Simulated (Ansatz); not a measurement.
Si (Fd-3m), r2SCAN with spin-orbit coupling, rigid bands run with Ansatz (a quantum-chemistry and plane-wave program): Condition of this run: hydrostatic pressure 2 GPa (the target of the relaxation). band gap 0.72 eV, N_c = 2.94e19 cm⁻³ and N_v = 2.00e19 cm⁻³ at 300 K, conductivity masses of 0.280 mₑ (electrons) and 0.348 mₑ (holes). Take k_BT = 0.02585 eV.

A film of it is 5 nm thick. Estimate the confinement energies in an infinite well.

ħ²π²/(2m t²) = 0.376 eV·nm²/(m/mₑ × t²) gives 53.7 meV for electrons and 43.2 meV for holes, so the gap would widen to about 0.82 eV. Finite barriers and nonparabolic bands lower this, and with several valleys or bands the heaviest mass along the normal sets the lowest level, not this average.

What built-in voltage has an abrupt junction with N_A = 1e16 and N_D = 1e17 cm⁻³, all dopants ionised?

V_bi = E_g/e − (k_BT/e) ln(N_c N_v/(N_A N_D)) = 0.72 − 0.02585 × 13.28 = 0.38 V. It follows the computed gap one for one.

Find the intrinsic carrier density and the intrinsic Fermi level.

n_i = √(N_c N_v) exp(−E_g/2k_BT) = 2.42e19 × exp(−13.93) = 2.2e13 cm⁻³. The level lies (k_BT/2) ln(N_v/N_c) = -5 meV from mid-gap (positive towards the conduction band). Each 0.1 eV added to the gap lowers n_i by a factor of 6.9.

Rigid, parabolic bands with the computed gap; masses take one relaxation time for all states.
